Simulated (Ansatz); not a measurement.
The starting structures come from a database of crystals and need not be the phases stable at ambient conditions.

 Where the default PAW files enter, the runs use the earlier of Ansatz's two default sets.

The decay constant κ of evanescent states in the gap governs leakage through a thin film.

Given:

```yaml
crystal:
  lattice:
    - [5.66234, 0.00000, 0.00000]
    - [0.00000, 5.66234, 0.00000]
    - [2.83117, -2.83117, 4.08084]
  atoms:
    - { symbol: Sr, position: [0.75000, 0.75000, 0.50000] }
    - { symbol: Sr, position: [0.25000, 0.25000, 0.50000] }
    - { symbol: Zn, position: [0.50000, 0.50000, 0.00000] }
    - { symbol: W, position: [0.00000, 0.00000, 0.00000] }
    - { symbol: O, position: [0.19470, 0.71519, 0.00000] }
    - { symbol: O, position: [0.80530, 0.28481, 0.00000] }
    - { symbol: O, position: [0.28481, 0.19470, 0.00000] }
    - { symbol: O, position: [0.71519, 0.80530, 0.00000] }
    - { symbol: O, position: [0.76062, 0.23938, 0.47876] }
    - { symbol: O, position: [0.23938, 0.76062, 0.52124] }
```

Space group of this cell: I4/m. The cell is taken as given; by r2SCAN its mean pressure is -8.4 GPa.

Transport runs along the normal of the first two printed cell vectors, the (001) plane of the conventional cell.

The gap is the functional's own, uncorrected, and κ follows it; spin-orbit coupling is left out. Mid-gap values are interpolated between the computed energies.

Task: Estimate the band gap and the smallest decay constant κ at mid-gap that r2SCAN in Ansatz (a program for electronic structure) returns for this system.

Result: Gap 3.32 eV on a 8×8×8 mesh; κ = 0.356 1/Å, at (0.500, 0.000) of the in-plane reciprocal vectors. At the zone centre, at the nearest computed energy, the slowest state has κ = 0.47 1/Å.
